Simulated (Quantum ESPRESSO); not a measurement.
**Quick settings and what they miss: ZnCu₂SnSe₄ (I-4, 8 atoms in the cell)**

Self-consistent single point.

```xyz
8
Lattice="2.8424 -2.8424 5.6537 2.8424 2.8424 5.6537 -2.8424 -2.8424 5.6537" Properties=species:S:1:pos:R:3 pbc="T T T"
Zn    -2.8424     0.0000     2.8269
Cu     0.0000     2.8424     2.8269
Cu     0.0000     0.0000     0.0000
Sn     0.0000     0.0000     5.6537
Se    -1.4765     1.5150     4.1840
Se    -1.3273     4.3188     1.4697
Se    -1.3659     1.3273    -1.4697
Se    -1.5150    -1.4765     7.1235
```

Computed with PBEsol, PSlibrary PAW (PBE) pseudopotentials (plane waves; Quantum ESPRESSO).

Base settings: ecutwfc = 55 Ry; ecutrho = 330 Ry; occupations = smearing; smearing = cold; degauss = 0.0073499 Ry; input_dft = pbesol; K_POINTS = automatic 4 4 4 1 1 1; conv_thr = 1e-11 Ry; mixing_beta = 0.7.

Tight run (finer mesh or higher cutoff; not a proven limit): ecutwfc: 55 Ry → 77 Ry; ecutrho: 330 Ry → 462 Ry; conv_thr: 1e-11 Ry → 7.3e-11 Ry; K_POINTS: automatic 4 4 4 1 1 1 → automatic 6 6 6 1 1 1. It gave top of the valence band (on the code's own zero) 6.86 eV; gap on the k-point mesh 0.39 eV; pressure -0.14 GPa; largest force (vector length) 0.221 eV/Å.

Quick runs, as changes from the base:
- A: the base itself
- B: ecutwfc: 55 Ry → 38 Ry; ecutrho: 330 Ry → 228 Ry; conv_thr: 1e-11 Ry → 7.3e-05 Ry
- C: ecutwfc: 55 Ry → 28 Ry; ecutrho: 330 Ry → 168 Ry
- D: ecutwfc: 55 Ry → 44 Ry; ecutrho: 330 Ry → 264 Ry; K_POINTS: automatic 4 4 4 1 1 1 → automatic 6 6 6 1 1 1

Dashes: pressure of B, not trusted under this conv_thr with d or f elements.

Gaps are read on each run's own mesh, which may miss the band edges.

The count of work is k-points × plane waves × bands × iterations; it is no time. Core times come from one kind of shared machine and are given to one figure; runs under 30 s give none.

The starting cell comes from a database of computed structures (which also holds hypothetical and non-ambient phases and stackings), without a prior relaxation at this level. Its lattice was rescaled by a random factor within 2.5 % of one. The shifted mesh does not hold Γ, so a gap read on it misses any band edge there.

| run | energy less tight (meV/atom) | pressure less tight (GPa) | largest miss in a force vector (eV/Å) | gap on the mesh less tight (eV) | count of work / tight | core time / tight (rough) |
|---|---|---|---|---|---|---|
| A | 16.7 | -0.42 | 0.002 | 0.158 | 0.22 | 0.3 |
| B | 114.6 | – | 0.010 | 0.153 | 0.064 | 0.10 |
| C | 2349.7 | -91.00 | 0.070 | 0.172 | 0.081 | 0.1 |
| D | 40.7 | -0.68 | 0.001 | -0.002 | 0.47 | 0.6 |

Among the runs at the tight run's level, the energy misses run from 16.7 to 2349.7 meV/atom.

Left out of this page: 2 runs of the series outside the window shown, repeating another row's setting, or not comparable.
